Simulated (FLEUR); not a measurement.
# FLEUR run on SnTe (Fm-3m, 2 atoms in the cell): self-consistent single point

Computed with PBEsol, all-electron FLAPW (FLEUR), scalar-relativistic valence.

Input as run:

Input of the input generator:

```
scf SnTe
&input film=f /
-0.0000000000 3.2176730000 3.2176730000
3.2176730000 -0.0000000000 3.2176730000
3.2176730000 3.2176730000 -0.0000000000
1.8897261246
1.0 1.0 1.0

2
50 0.0000000000 0.0000000000 0.0000000000
52 0.5000000000 0.5000000000 0.5000000000

&comp jspins=1 /
&exco xctyp='PBEs' /
&kpt div1=8 div2=8 div3=8 gamma=t /
&end /
```

```xml
<?xml version="1.0" encoding="UTF-8" standalone="no"?>
<fleurInput fleurInputVersion="0.39">
   <comment>
      scf SnTe                                                                                            
   </comment>
   <calculationSetup>
      <cutoffs Kmax="3.8" Gmax="13.3" GmaxXC="13.3" numbands="0"/>
      <scfLoop itmax="100" minDistance="0.00001" maxIterBroyd="99" imix="Anderson" alpha="0.05" precondParam="0.0" spinf="2.0"/>
      <coreElectrons ctail="T" frcor="F" kcrel="0" coretail_lmax="0"/>
      <xcFunctional name="PBEs" relativisticCorrections="F"/>
      <magnetism jspins="1"/>
      <soc l_soc="F" theta="0.0" phi="0.0" spav="F"/>
      <expertModes spex="0" secvar="F"/>
      <geometryOptimization l_f="T" forcealpha="1.0" forcemix="BFGS" epsdisp="0.00001" epsforce="0.00001"/>
      <ldaU l_linMix="F" mixParam="0.05" spinf="1.0"/>
   </calculationSetup>
   <cell>
      <bzIntegration valenceElectrons="30.0" mode="hist" fermiSmearingEnergy="0.00367493">
         <kPointListSelection listName="default-1"/>
         <!-- k-points included here -->
         <xi:include xmlns:xi="http://www.w3.org/2001/XInclude" href="kpts.xml"> </xi:include>
      </bzIntegration>
      <!-- symmetry operations included here -->
      <xi:include xmlns:xi="http://www.w3.org/2001/XInclude" href="sym.xml"> </xi:include>
      <bulkLattice scale="1.0">
         <bravaisMatrix>
            <row-1>    0.0000000000000000     6.0805207285200558     6.0805207285200558</row-1>
            <row-2>    6.0805207285200558     0.0000000000000000     6.0805207285200558</row-2>
            <row-3>    6.0805207285200558     6.0805207285200558     0.0000000000000000</row-3>
         </bravaisMatrix>
      </bulkLattice>
   </cell>
   <atomSpecies>
      <species name="Tin (Sn)" element="Sn" atomicNumber="50">
         <mtSphere radius="2.63" gridPoints="925" logIncrement="0.014"/>
         <atomicCutoffs lmax="10" lnonsphr="8"/>
         <electronConfig flipSpins="F">
            <coreConfig>(1s1/2) (2s1/2) (2p1/2) (2p3/2) (3s1/2) (3p1/2) (3p3/2) (4s1/2) (3d3/2) (3d5/2) (4p1/2) (4p3/2)</coreConfig>
            <valenceConfig>(5s1/2) (4d3/2) (4d5/2) (5p1/2) (5p3/2)</valenceConfig>
            <stateOccupation state="(5p1/2)" spinUp="0.3333333333333" spinDown="0.3333333333333"/>
            <stateOccupation state="(5p3/2)" spinUp="0.6666666666667" spinDown="0.6666666666667"/>
         </electronConfig>
         <energyParameters s="5" p="5" d="5" f="4"/>
         <lo type="SCLO" l="2" n="4" eDeriv="0"/>
      </species>
      <species name="Tellurium (Te)" element="Te" atomicNumber="52">
         <mtSphere radius="2.63" gridPoints="925" logIncrement="0.014"/>
         <atomicCutoffs lmax="10" lnonsphr="8"/>
         <electronConfig flipSpins="F">
            <coreConfig>(1s1/2) (2s1/2) (2p1/2) (2p3/2) (3s1/2) (3p1/2) (3p3/2) (4s1/2) (3d3/2) (3d5/2) (4p1/2) (4p3/2)</coreConfig>
            <valenceConfig>(5s1/2) (4d3/2) (4d5/2) (5p1/2) (5p3/2)</valenceConfig>
            <stateOccupation state="(5p1/2)" spinUp="0.6666666666667" spinDown="0.6666666666667"/>
            <stateOccupation state="(5p3/2)" spinUp="1.3333333333333" spinDown="1.3333333333333"/>
         </electronConfig>
         <energyParameters s="5" p="5" d="5" f="4"/>
         <lo type="SCLO" l="2" n="4" eDeriv="0"/>
      </species>
   </atomSpecies>
   <atomGroups>
      <atomGroup species="Tin (Sn)">
         <relPos label="                   1">.0000000000 .0000000000 .0000000000</relPos>
         <force calculate="T" relaxXYZ="TTT"/>
      </atomGroup>
      <atomGroup species="Tellurium (Te)">
         <relPos label="                   2">1.000/2.000 1.000/2.000 1.000/2.000</relPos>
         <force calculate="T" relaxXYZ="TTT"/>
      </atomGroup>
   </atomGroups>
   <output dos="F" band="F" slice="F">
      <checks vchk="F" cdinf="F"/>
      <bandDOS minEnergy="-.5*Htr" maxEnergy="0.5*Htr" sigma="0.015" storeEVData="T"/>
      <vacuumDOS vacdos="F" integ="F" star="F" nstars="0" locx1="0.0" locy1="0.0" locx2="0.0" locy2="0.0" nstm="0" tworkf="0.0"/>
      <unfoldingBand unfoldBand="F" supercellX="1" supercellY="1" supercellZ="1"/>
      <plotting iplot="0" polar="F">
         <plot TwoD="T" vec1="  1.0  0.0  0.0" vec2="  0.0  1.0  0.0" vec3="  0.0  0.0  1.0" zero="  0.0  0.0  0.0" file="plot"/>
      </plotting>
      <chargeDensitySlicing numkpt="0" minEigenval="0.0" maxEigenval="0.0" nnne="0" pallst="F"/>
      <specialOutput eonly="F"/>
      <magneticCircularDichroism mcd="F" energyLo="-10.0" energyUp="0.0"/>
   </output>
  <!-- We include the file relax.xml here to enable relaxations (see documentation) -->
  <xi:include xmlns:xi="http://www.w3.org/2001/XInclude" href="relax.xml"> <xi:fallback/> </xi:include>
</fleurInput>
```

Log, with long lists cut:

```
      Welcome to FLEUR        (www.flapw.de)
      MaX-Release 8.1          (www.max-centre.eu)

 ========== k-point set info ==========
 Selected k-point list: default-1
 k-point list type: mesh
 8 x 8 x 8
 Number of k points: 29

 ------------Calculation Setup---------------------------
 Number of basis functions:          454
 Iteration:     1   Distance:       2.98496445 me/bohr^3
 Iteration:     2   Distance:       2.75427957 me/bohr^3
 Iteration:     3   Distance:       1.44520176 me/bohr^3
 Iteration:     4   Distance:       0.59501439 me/bohr^3
 Iteration:     5   Distance:       0.43404512 me/bohr^3
 Iteration:     6   Distance:       0.05209380 me/bohr^3
   [... 3 lines left out ...]
 Iteration:    10   Distance:       0.00340579 me/bohr^3
 Iteration:    11   Distance:       0.00041280 me/bohr^3
 Iteration:    12   Distance:       0.00003607 me/bohr^3
 Iteration:    13   Distance:       0.00004836 me/bohr^3
 Iteration:    14   Distance:       0.00000372 me/bohr^3

 Run finished successfully
 Stop message:
   Structural relaxation: Done

[file out, last iteration]
             iter=     15
          p o t e n t i a l   g e n e r a t o r
[...]
          integral of pseudo charge density inside the slab=        0.000000   0.000000
     coulomb potential in the interstitial region:
          density-coulomb potential integrals
          total density-coulomb potenti   -21102.0219996870
          density-effective potential integrals for spin  1
          total density-effective poten   -2.1543566521E+04
          charge density-energy density integrals
          total charge density-energy d   -3.3580796435E+02
 Updated energy parameters for spin:           1
  Atom    1 5s branch from -4.54 to  0.64 htr. ; e_l = -0.0563
  Atom    1 5p branch from -2.91 to  1.26 htr. ; e_l =  0.1684
  Atom    1 5d branch from -0.54 to  2.38 htr. ; e_l =  0.3779
  Atom    1 4f branch from -9.99 to  1.76 htr. ; e_l =  0.5251
  Atom    1 4d branch from-17.00 to -0.54 htr. ; e_l(l -0.5733
  Atom    2 5s branch from -5.63 to  0.30 htr. ; e_l = -0.1952
  Atom    2 5p branch from -3.79 to  0.94 htr. ; e_l =  0.1035
  Atom    2 5d branch from -1.11 to  2.06 htr. ; e_l =  0.3494
  Atom    2 4f branch from -9.99 to  1.52 htr. ; e_l =  0.5072
  Atom    2 4d branch from-20.15 to -1.11 htr. ; e_l(l -1.1243
[...]
 fermi energy and band-weighting factors:
at   0.00000   0.00000   0.00000   k-weight:    0.001953
   24 eigenvalues :
   -1.127465   -1.127465   -1.127332   -1.127332   -1.127332   -0.575354   -0.575354   -0.575233
   -0.575233   -0.575233   -0.229914    0.042907    0.152702    0.152702    0.152702    0.342367
    0.342367    0.342367    0.402936    0.402936    0.402936    0.475958    0.477560    0.477560
   [... 2 blocks of this kind left out ...]

[...]
FERMIE:
          first approx. to ef    (T=0)  :   0.223225 htr   (energy of the highest occ. eigenvalue)
          number of occ. states  (T=0)  :        435
          first approx. to seigv (T=0)  : -16.699455 htr
          sum of weights of occ. states :  15.000000
          sum of semicore charge        :   0.000000 e
FERHIS:  Fermi-Energy by histogram:
          bandgap                     :   0.001529 htr
          charge neutrality (T=0)     :   0.000000    (zero if the highest occ. eigenvalue is "entirely" occupied)
     EF_NEWTON:  Adjust Fermi-Energy by Newton-Method.
               Number of iterations needed  :   3
               The error in the weight is   : -0.67520E-11
               The error in ef is           :  0.42280E-11 htr
     -->  new fermi energy            :   0.224270 htr
          valence charge              :  30.000000 e
          actual charge blw ef-8kt    :  29.742188 e
          actual charge blw ef+8kt    :  30.000000 e
          number of occ. states       :       447
          sum of the valence weights  :   15.000000
          entropy         :   0.044525 *kb htr/K =   0.00000 htr/K
          sum of val. single particle energies:       -16.6993746339 htr
 Direct bandgap for spin            1 :    1.5294595531825661E-003  Htr
 at k-point            5  with k-vector    0.0000000000000000        0.0000000000000000       0.50000000000000000
          valence density: spin= 1
[...]
     l-like charge
     atom     s        p        d        f        total
 -->  1    1.34940  0.67637  9.96551  0.01084   12.00388
 -->  2    1.56053  2.41987 10.01937  0.00705   14.00786
          total charge for spin  1=   30.000000
          interst. charge =       3.988256
          mt charge=             12.003882   14.007862
          total charge  =   30.000000
          z= 50.     r(1)=  0.633756E-05     dx= 0.014000     m.t.index= 925
               n    l     j    energy       weight
               1.   0.   0.5-1064.6241      2.0000
               2.   0.   0.5 -160.3666      2.0000
               2.   1.   0.5 -149.7917      2.0000
   [... 9 lines left out ...]
          atom type    1  (spin 1)
          kinetic energy=  0.637451777957E+04     sum of the eigenvalues= -0.372467364773E+04
          0.00128420  electrons lost from core.
          z= 52.     r(1)=  0.633756E-05     dx= 0.014000     m.t.index= 925
               n    l     j    energy       weight
               1.   0.   0.5-1160.5481      2.0000
               2.   0.   0.5 -177.5844      2.0000
               2.   1.   0.5 -166.3786      2.0000
   [... 9 lines left out ...]
          atom type    2  (spin 1)
          kinetic energy=  0.701606456845E+04     sum of the eigenvalues= -0.411478142617E+04
          0.00033953  electrons lost from core.
          total charge for spin  1=  102.000000
          interst. charge =       3.989878
          mt charge=             48.002598   50.007524
          total charge  =  102.000000
          zc=   102.000000     qfix=    1.000000
     t o t a l  e n e r g y
          sum of eigenvalues =             -7856.1544485309
          density-coulomb potential int   -21102.0219996870
          density-effective potential i   -21543.5665209912
          charge density-ex.-corr.energ     -335.8079643484
          el.-nucl. inter. diff. m.t.       7483.5949307361
          Madelung term for atom type:       -23.4633632033
          el.-nucl. inter. diff. m.t.       8238.9985418461
          Madelung term for atom type:       -24.9818480359
 ---->    total energy=                   -12970.4455755531 htr
 ---->    (input%tkb*entropy) TS=              0.0001636280 htr
 ---->    free energy=                    -12970.4457391811 htr
      extrapolation for T->0
 ---->    total electron energy=          -12970.4456573671 htr
 ***** TOTAL FORCES ON ATOMS *****
 TOTAL FORCE FOR ATOM TYPE=  1  X=  0.000   Y=  0.000   Z=  0.000
                       FX_TOT= 0.000000 FY_TOT= 0.000000 FZ_TOT= 0.000000
 TOTAL FORCE FOR ATOM TYPE=  2  X=  6.081   Y=  6.081   Z=  6.081
                       FX_TOT= 0.000000 FY_TOT= 0.000000 FZ_TOT= 0.000000
 Structural relaxation: Done
```

The run converged in 14 iterations. FLEUR gives forces in its relaxation mode, with a further iteration, so its stop message speaks of a relaxation.

The starting cell comes from a database of computed structures (which also holds hypothetical and non-ambient phases and stackings), without a prior relaxation at this level. Its lattice was rescaled by a random factor within 2.5 % of one. Spin-orbit coupling is off. Values depend on the basis (sphere radii, cutoffs, local orbitals), which need not be converged. No gap is read from this output. The log's line on a gap gives a spacing of levels on this mesh, which the program prints for metals too.

Cost on one core of a shared machine: roughly 30 s.
